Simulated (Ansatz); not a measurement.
GaN in the zinc blende structure (space group F-43m, No. 216)

```xyz
2
Lattice="0.0000 2.2491 2.2491 2.2491 0.0000 2.2491 2.2491 2.2491 0.0000" Properties=species:S:1:pos:R:3 pbc="T T T"
N      1.1245     1.1245     1.1245
Ga     0.0000     0.0000     0.0000
```

All numbers come from PBEsol (Ansatz, a program for electronic structure; PAW; 420 eV plane waves; scalar-relativistic without spin-orbit coupling). Settings: 13×13×13 k-points, 0.05 eV Fermi–Dirac smearing.

* **Volume per atom**: 11.38 Å³
* **Density**: 6.11 g/cm³
* **Band gap**: 1.70 eV, direct at Γ
* **Electron mass**: 0.15 mₑ
* **Hole mass (degenerate bands, along [100])**: 0.16, 0.86, 0.86 mₑ
* **Lowest conduction-band minima above the VBM**: Γ 1.70 eV
* **Total energy**: -2061.418 eV/atom (σ→0; compares only within this code and set-up)

Masses are band curvatures over ±0.01 Å⁻¹ around the edge. Whether these cells are dynamically stable was not tested. This is not the structure that GaN has at room temperature and ambient pressure.
